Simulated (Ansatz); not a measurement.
The structure below was relaxed with PBEsol, PAW, 420 eV (Ansatz, a program for electronic structure; scalar-relativistic without spin-orbit coupling).

```
Be4Se3S
1.0
    5.05597     0.00000     0.00000
    0.00000     5.05597     0.00000
    0.00000     0.00000     5.05597
Se S Be
3 1 4
Direct
  0.00000   0.00000   0.50000
  0.50000   0.00000   0.00000
  0.00000   0.50000   0.00000
  0.50000   0.50000   0.50000
  0.25708   0.25708   0.74292
  0.74292   0.25708   0.25708
  0.25708   0.74292   0.25708
  0.74292   0.74292   0.74292
```

Problem. Find the space group and the Wyckoff positions.

Solution. Space group P-43m (No. 215); a = b = c = 5.056 Å, α = β = γ = 90.00°

```csv
atom,site,symmetry,x,y,z
Se,3d,-42.m,0.0000,0.0000,0.5000
S,1b,-43m,0.5000,0.5000,0.5000
Be,4e,.3m,0.7429,0.7429,0.7429
```

These are small ordered cells, not random alloys; other orderings at the same x differ. Stability against distortions was not tested. The cell was made from BeSe by this change: x(S) = 0.25, 8 atoms, P-43m.
